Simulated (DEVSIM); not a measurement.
Device: illuminated Si p-on-n cell, one wavelength, with a back-surface field, at 300 K.

Layer 1 from the left is Si, thickness (μm) 0.490, Na (cm⁻³) 6.2e17, τn (s) 6.3e-7, τp (s) 3.2e-6, absorption coefficient (cm⁻¹) 42000. Layer 2 from the left is Si, thickness (μm) 100, Nd (cm⁻³) 6e15, τn (s) 9.5e-6, τp (s) 9.5e-6, absorption coefficient (cm⁻¹) 42000. Layer 3 from the left is Si, thickness (μm) 0.120, Nd (cm⁻³) 1.1e18, τn (s) 9.5e-6, τp (s) 9.5e-6, absorption coefficient (cm⁻¹) 42000.

Left contact: ohmic, minority electron recombination velocity 100 cm/s. Right contact: ohmic, minority hole recombination velocity 1e5 cm/s. Voltage is applied to the left contact. Recombination: SRH at mid-gap, radiative, Auger. Light enters at the left, 2.5e16 photons cm⁻² s⁻¹, one pass, no reflection. Mobility is μmin + (μ − μmin)/(1 + (N/Nref)^α).

Constants are typed, rounded textbook-type inputs, not results; the design itself was drawn at random and stands for no fabricated device. Values at 300 K.

Si: gap (eV) 1.124, affinity (eV) 4.05, permittivity 11.7, Nc (cm⁻³) 2.86e19, Nv (cm⁻³) 3.1e19, μn (cm²/Vs) 1417, μp (cm²/Vs) 470, μn,min 52, μp,min 45, Nref,n 9.7e16, Nref,p 2.2e17, αn 0.68, αp 0.72, B (cm³/s) 4.7e-15, Cn (cm⁶/s) 2.8e-31, Cp (cm⁶/s) 9.9e-32.

DEVSIM, 1D drift-diffusion, Boltzmann statistics, complete ionisation; no tunnelling, impact ionisation, image-force lowering or self-heating.

Dark forward current:

| |V| (V) | |J| (A/cm²) |
|---|---|
| 0.05 | 6.039e-10 |
| 0.10 | 2.225e-9 |
| 0.15 | 7.180e-9 |
| 0.20 | 2.451e-8 |
| 0.25 | 9.736e-8 |
| 0.30 | 4.697e-7 |
| 0.35 | 2.674e-6 |
| 0.40 | 1.686e-5 |
| 0.45 | 0.0001119 |
| 0.50 | 0.0007593 |
| 0.55 | 0.005180 |
| 0.60 | 0.03440 |
| 0.65 | 0.1978 |
| 0.70 | 0.8643 |
| 0.75 | 3.268 |
| 0.80 | 11.61 |
| 0.85 | 38.39 |
| 0.90 | 119.4 |
| 0.95 | 350.5 |
| 1.00 | 867.7 |
| 1.05 | 1703 |
| 1.10 | 2805 |

**Question.** Work out the local ideality factor n = ΔV / (kT/q · ln(J2/J1)) between the rows 0.15 and 0.20 V, 0.50 and 0.55 V, 1.05 and 1.10 V.

**Answer.** kT/q = 25.85 mV. From 0.15 to 0.20 V: ln(2.451e-8/7.180e-9) = 1.228, n = 1.58. From 0.50 to 0.55 V: ln(0.005180/0.0007593) = 1.920, n = 1.01, near the 1 of diffusion or emission over a barrier. From 1.05 to 1.10 V: ln(2805/1703) = 0.499, n = 3.88.

**Question.** What current could the absorbed light give at most, and what share is collected?

**Answer.** Σ αd = 423, so qΦ(1 − exp(−Σ αd)) = 4.01 mA/cm². The simulated short-circuit current is 3.995 mA/cm², a share of 1.00.

**Question.** Estimate the open-circuit voltage by superposition: the voltage at which the dark current equals that short-circuit current.

**Answer.** Interpolating ln J in the table gives 0.543 V. The simulation gives 0.543 V, the same within the digits that matter. Superposition holds where collection doesn't change with voltage.

**Question.** Estimate the fill factor from FF0 = (v − ln(v + 0.72))/(v + 1), v = qVoc/(nkT), with n from the dark curve.

**Answer.** The rows about Voc, 0.50 and 0.55 V, give n = 1.01, so v = 20.9 and FF0 = 0.814. The simulation gives 0.813, the same within the digits that matter.
